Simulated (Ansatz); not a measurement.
The reference is TiO$_{2}$ in the anatase structure (space group I4_1/amd, No. 141; a = 3.739 Å, c = 9.455 Å). Axes: x, y, z lie along a, b, c of the conventional cell.

Level of theory: Ansatz (a quantum-chemistry and plane-wave program) LDA, no spin-orbit coupling.

Before the change:

- Band gap = 2.08 eV
- Smallest direct gap = 2.44 eV

It is then changed as follows: uniaxial strain ε_xx = +0.60 %, all other strain components held at zero, atoms relaxed at fixed cell.

What does the calculation give for the band gap after the change?

The band gap drops by 0.01 eV to 2.07 eV.

What happens to the stress?

The stress (xx, yy, zz, yz, xz, xy; compression positive) amounts to (-2.27, -0.97, -0.92, 0.00, 0.00, 0.00) GPa.

Predict the new smallest direct gap.

The smallest direct gap decreases by 0.02 eV (2.44 eV → 2.42 eV).

No phonon test of stability was made. All final runs are without spin polarisation.
